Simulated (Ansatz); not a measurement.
## A computed series for BN: element substitutions

Start from BN in the zinc blende structure (space group F-43m, No. 216; a = 3.624 Å).

Each row replaces one element on all its sites; cell and atoms are relaxed.

Calculations: Kohn–Sham DFT with the PBE functional, run in Ansatz (a first-principles code) with PAW and 420 eV plane waves, no spin-orbit coupling, earlier PAW set.

```json
[
 {"case": "base", "band gap": "4.46 eV", "shortest interatomic distance": "1.569 Å"},
 {"case": "B → Ga", "band gap": "1.54 eV", "shortest interatomic distance": "1.970 Å"},
 {"case": "B → Be", "band gap": "zero", "shortest interatomic distance": "1.713 Å"},
 {"case": "N → O", "band gap": "zero", "shortest interatomic distance": "___"}
]
```

Q: What belongs in the blanks?

A: 
- N → O, shortest interatomic distance: 1.707 Å

Whether these cells are dynamically stable was not tested. As relaxed here, BeN and BO are hypothetical phases, not in the database extracts checked. All final runs are without spin polarisation. An odd electron count without spin: BeN and BO. This is not the structure that GaN has at room temperature and ambient pressure.
